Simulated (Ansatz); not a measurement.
Ta: uniaxial strain ε_yy = +4.80 %

Consider Ta in the bcc (W type) structure (space group Im-3m, No. 229; a = 3.2820 Å). Axes: x, y, z lie along the cube axes.

The change: uniaxial strain ε_yy = +4.80 %, all other strain components held at zero; the atoms relax in the strained cell.

Level of theory: PBEsol, PAW, 420 eV (Ansatz, a first-principles code; no spin-orbit coupling). Γ-centred 20×20×20 mesh, Fermi–Dirac width 0.05 eV.

```csv
quantity,base,changed,shift
volume per atom,17.68 Å³,18.52 Å³,+0.848 Å³
space group,Im-3m (No. 229),I4/mmm (No. 139),–
shortest interatomic distance,5.371 bohr,5.458 bohr,+0.087 bohr
energy relative to the base (free energy F),0 meV/atom,+34 meV/atom,+34 meV/atom
"pressure (mean of the normal stresses, compression positive)",0.0 GPa,-8.8 GPa,-8.8 GPa
band gap,zero,zero,–
"stress (xx, yy, zz, yz, xz, xy; compression positive) (rough)",–,"(-7.2, -12.0, -7.2, 0.0, 0.0, 0.0) GPa",–
```

Final structure:

```xyz
1
Lattice="-1.6410 1.7197 1.6410 1.6410 -1.7197 1.6410 1.6410 1.7197 -1.6410" Properties=species:S:1:pos:R:3 pbc="T T T"
Ta     0.0000     0.0000     0.0000
```

Cost of the whole job for the changed cell (relaxation, final SCF and bands): very roughly 6 core-seconds.

Without a gap, meshes like the base's 20×20×20 leave anisotropic stresses uncertain by several tenths of a GPa, and small strain energies with them. Whether these cells are dynamically stable was not tested. All final runs are without spin polarisation.
